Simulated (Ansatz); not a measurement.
System: WS₂ (P-6m2, No. 187, 3 atoms in the cell; start mp-1023937; a measured phase of this formula has another space group). Method: r²SCAN (Ansatz, an electronic-structure program, PAW).

Run with plane-wave cutoff 500 eV, 18×18×1 k mesh (along the axes of the cell as run), Fermi–Dirac smearing 0.05 eV, no spin polarisation, scalar-relativistic PAW data made under PBE.

Cell (relaxed at this level):

```xyz
3
Lattice="3.1811 0.0000 0.0000 -1.5905 2.7549 0.0000 0.0000 0.0000 16.9508" Properties=species:S:1:pos:R:3 pbc="T T T"
W      0.0000     0.0000     0.0000
S      0.0000     1.8366    15.3917
S      0.0000     1.8366     1.5591
```

Task: Give the computed band gap.

Result: 
- band gap = 1.89 eV (on the SCF k mesh)

Note: the relaxation could not lower the start's symmetry, so the cell can be a saddle point above a distorted one; the cell has widely spaced layers and the level no dispersion term, so their spacing and the moduli can rest on weak binding.

Spin–orbit coupling is not included.

The computed numbers hold no vibrational or temperature effects.

A start named mp-… is a Materials Project structure, which need not be a measured phase.
